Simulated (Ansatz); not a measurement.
The starting structures come from a database of crystals and need not be the phases stable at ambient conditions.

Where the default PAW files enter, the runs use the earlier of Ansatz's two default sets.

Tunnelling through a barrier is set by its complex band structure: the current falls as exp(−2κd) with the smallest κ.

```
ZnS
1.0
    3.80945     0.00000     0.00000
   -1.90472     3.29908     0.00000
    1.90472    -1.09969     3.20371
Zn S
1 1
Direct
  0.00000   0.00000   0.00000
  0.25000   0.75000   0.25000
```

Space group of this cell: R3m. The cell is strained (lengths along the current scaled by 1.03, ions clamped); by r2SCAN its mean pressure is -2.0 GPa.

Transport runs along the normal of the first two printed cell vectors, the (111) (indices of the unstrained crystal) plane of the conventional cell.

No gap correction and no spin-orbit coupling; mid-gap is the computed energy nearest the middle.

**Question.** Predict the band gap and the smallest decay constant κ at mid-gap from r2SCAN in Ansatz (a quantum-chemistry and plane-wave program).

**Answer.** Gap 2.52 eV on a 10×10×10 mesh; κ = 0.164 1/Å, at the zone centre.
